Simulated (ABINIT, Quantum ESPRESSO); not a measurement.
A Quantum ESPRESSO input for a self-consistent single point of AuAl₂ (Fm-3m, 3 atoms in the cell) (DFT, PBE, plane waves, GBRV 1.5 ultrasoft (PBE) pseudopotentials):

```fortran
&control
    calculation = 'scf'
    prefix = 'scf'
    outdir = './tmp'
    pseudo_dir = './'
    tprnfor = .true.
    tstress = .true.
/
&system
    ibrav = 0
    nat = 3
    ntyp = 2
    ecutwfc = 40
    ecutrho = 320
    occupations = 'smearing'
    smearing = 'gauss'
    degauss = 0.0036749
/
&electrons
    conv_thr = 1.0d-10
    mixing_beta = 0.3
/
ATOMIC_SPECIES
Al    26.9815  al_pbe_v1.uspp.F.UPF
Au   196.9666  au_pbe_v1.uspp.F.UPF
CELL_PARAMETERS angstrom
   0.00000000     2.93400000     2.93400000
   2.93400000     0.00000000     2.93400000
   2.93400000     2.93400000     0.00000000
ATOMIC_POSITIONS angstrom
Al    1.46700000    1.46700000    1.46700000
Al    4.40100000    4.40100000    4.40100000
Au    0.00000000    0.00000000    0.00000000
K_POINTS automatic
13 13 13  0 0 0
```

Problem. Translate this input to ABINIT.

Solution. This is the input that was run; spellings and numerical settings could be chosen otherwise.

```
# AuAl2, JTH v2.0 PBE PAW
pp_dirpath "./"
pseudos "Al.GGA_PBE-JTH.xml, Au.GGA_PBE-JTH.xml"
acell 7.8410455071 7.8410455071 7.8410455071
rprim
        -0.0000000000    0.7071067812    0.7071067812
         0.7071067812   -0.0000000000    0.7071067812
         0.7071067812    0.7071067812   -0.0000000000
natom 3
ntypat 2
znucl 13 79
typat 1 1 2
xcart
         1.4670000000    1.4670000000    1.4670000000
         4.4010000000    4.4010000000    4.4010000000
         0.0000000000    0.0000000000    0.0000000000
      Angstrom
ecut 26 Ha
pawecutdg 52 Ha
pawxcdev 0
occopt 7
tsmear 0.00183747
nband 14
kptopt 1
ngkpt 13 13 13
nshiftk 1
shiftk 0 0 0
nstep 100
tolvrs 1.0e-12
prtwf 0
prtden 0
```

Basis settings and potentials, where a program has them, do not carry over. This input uses DFT, PBE, plane waves, PAW (JTH v2.0 PBE PAW). Both were run: pressure 12.63 GPa in Quantum ESPRESSO and 12.64 in ABINIT.

On ABINIT: the starting cell has typed, rounded lattice constants, without a prior relaxation at this level. Its lattice was rescaled by a random factor within 2.5 % of one. With a pressure of about 13 GPa the cell is away from its equilibrium volume at this level.

On Quantum ESPRESSO: the starting cell has typed, rounded lattice constants, without a prior relaxation at this level. Its lattice was rescaled by a random factor within 2.5 % of one. With a pressure of about 13 GPa the cell is away from its equilibrium volume at this level.
